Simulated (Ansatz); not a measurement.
The reference is Ba in the bcc (W type) structure (space group Im-3m, No. 229; a = 5.021 Å).

Structures relaxed with Ansatz (a program for electronic structure), PBE, PAW, cutoff 420 eV, spin-orbit coupling left out.

Base:

Simulated powder pattern, Cu Kα1, λ = 1.54056 Å (kinematic, ideal powder, no thermal factors, no anomalous dispersion; the 10 strongest lines at most, above 2 %, up to 2θ = 90°):

```
2θ (°)  I/Imax (%)    hkl
------  ----------  -----
25.06          100  (110)
35.73           20  (200)
44.14           44  (211)
51.43           14  (220)
58.04           19  (310)
64.20          4.7  (222)
70.06           22  (321)
75.70          2.2  (400)
81.21           11  (411)
86.64          6.5  (420)
```

One thing is altered: full substitution Ba → Na; the structure is relaxed again.

After the change:

Simulated powder pattern, Cu Kα1, λ = 1.54056 Å (kinematic, ideal powder, no thermal factors, no anomalous dispersion; the 10 strongest lines at most, above 2 %, up to 2θ = 90°):

```
2θ (°)  d (Å)  I/Imax (%)    hkl
------  -----  ----------  -----
30.09   2.968         100  (110)
43.07   2.098          18  (200)
53.43   1.713          36  (211)
62.55   1.484          10  (220)
70.96   1.327          13  (310)
78.96   1.211         3.0  (222)
86.75   1.122          14  (321)
```

The indices refer to each structure's own conventional cell; one index is shown for lines that coincide.

No phonon test of stability was made. The base started in Cmcm and relaxed to Im-3m at this level.
